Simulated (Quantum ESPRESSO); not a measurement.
Worked example: self-consistent single point of MnO (Fm-3m, 2 atoms in the cell) in Quantum ESPRESSO.

Method: B86bPBE, SSSP 1.1.2 precision (PBE) pseudopotentials (plane waves; Quantum ESPRESSO).

```
CELL_PARAMETERS angstrom
      0.00000     2.18099     2.18099
      2.18099     0.00000     2.18099
      2.18099     2.18099     0.00000
ATOMIC_POSITIONS crystal
  Mn 0.00000 0.00000 0.00000
  O  0.50000 0.50000 0.50000
```
Moments meant for the start (each program seeds them in its own way; μB, in the order of the atoms Mn O): 4.0 0.0.

Reference input (self-consistent single point, DFT, PBEsol, plane waves, SSSP 1.1.2 precision (PBE) pseudopotentials): ecutwfc = 65 Ry; ecutrho = 520 Ry; occupations = smearing; smearing = fermi-dirac; degauss = 0.0073499 Ry; nspin = 2; input_dft = pbesol; potentials = {Mn: mn_pbe_v1.5.uspp.F.UPF, O: O.pbe-n-kjpaw_psl.0.1.UPF}; K_POINTS = automatic 7 7 7 1 1 1; conv_thr = 1e-11 Ry; mixing_beta = 0.4. This run's input differs from it in these lines:

```diff
@@ -20,3 +20,3 @@
     starting_magnetization(1) = 0.267
-    input_dft = 'pbesol'
+    input_dft = 'b86bpbe'
 /
```

Log, with long lists cut:

```
     Self-consistent Calculation

     iteration #  1     ecut=    65.00 Ry     beta= 0.40

     total energy              =    -252.85377444 Ry
     estimated scf accuracy    <       0.70185017 Ry

     total magnetization       =     4.21 Bohr mag/cell
     absolute magnetization    =     4.21 Bohr mag/cell

     iteration #  2     ecut=    65.00 Ry     beta= 0.40

     total energy              =    -253.03306820 Ry
     estimated scf accuracy    <       0.40996863 Ry

     total magnetization       =     4.06 Bohr mag/cell
     absolute magnetization    =     4.06 Bohr mag/cell

     iteration #  3     ecut=    65.00 Ry     beta= 0.40

   [... lines left out ...]

     iteration # 13     ecut=    65.00 Ry     beta= 0.40

     negative rho (up, down):  0.000E+00 1.445E-04

     total energy              =    -253.11790079 Ry
     estimated scf accuracy    <          3.0E-10 Ry

     total magnetization       =     4.61 Bohr mag/cell
     absolute magnetization    =     4.61 Bohr mag/cell

     iteration # 14     ecut=    65.00 Ry     beta= 0.40

     negative rho (up, down):  0.000E+00 1.445E-04

     Magnetic moment per site  (integrated on atomic sphere of radius R)
     atom   1 (R=0.292)  charge= 12.5484  magn=  3.9096
     atom   2 (R=0.292)  charge=  5.8957  magn=  0.2206
     End of self-consistent calculation

     the Fermi energy is    14.4334 ev

!    total energy              =    -253.11790079 Ry
     estimated scf accuracy    <          8.0E-13 Ry
     smearing contrib. (-TS)   =      -0.00246248 Ry
     internal energy E=F+TS    =    -253.11543831 Ry

     total magnetization       =     4.61 Bohr mag/cell
     absolute magnetization    =     4.61 Bohr mag/cell

     convergence has been achieved in  14 iterations

     negative rho (up, down):  0.000E+00 1.445E-04

     Forces acting on atoms (cartesian axes, Ry/au):

     atom    1 type  1   force =    -0.00000000    0.00000000    0.00000000
     atom    2 type  2   force =     0.00000000    0.00000000    0.00000000

     Total force =     0.000000     Total SCF correction =     0.000000

     negative rho (up, down):  0.000E+00 1.445E-04
          total   stress  (Ry/bohr**3)                   (kbar)     P=       73.85
   0.00050200   0.00000000   0.00000000           73.85        0.00        0.00
   0.00000000   0.00050200   0.00000000            0.00       73.85        0.00
   0.00000000   0.00000000   0.00050200            0.00        0.00       73.85

   JOB DONE.
```

The run converged in 14 iterations. Against the reference run the pressure goes from -2.19 to 7.38 GPa and the size of the net moment hardly changes (2.28 to 2.31 μB/atom).

The starting cell comes from a database of computed structures (which also holds hypothetical and non-ambient phases and stackings), without a prior relaxation at this level. Its lattice was rescaled by a random factor within 2.5 % of one. With one magnetic atom in the cell only a parallel order is possible. With a pressure of about 7 GPa the cell is away from its equilibrium volume at this level.

Cost on one core of a shared machine: roughly 30 s.
